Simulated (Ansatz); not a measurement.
Consider these faces of fluorite-type CoSi2, relaxed from ideal cuts in 1x1 cells: (110), (111), (211).

Level of theory: PBE (plane waves to 420 eV, PAW; Ansatz, a program for electronic structure).

Q: Rank these by surface energy (lowest first), as PBE gives it.

A: (111) (1.46 J/m²), (110) (1.68 J/m²), (211) (1.88 J/m²)
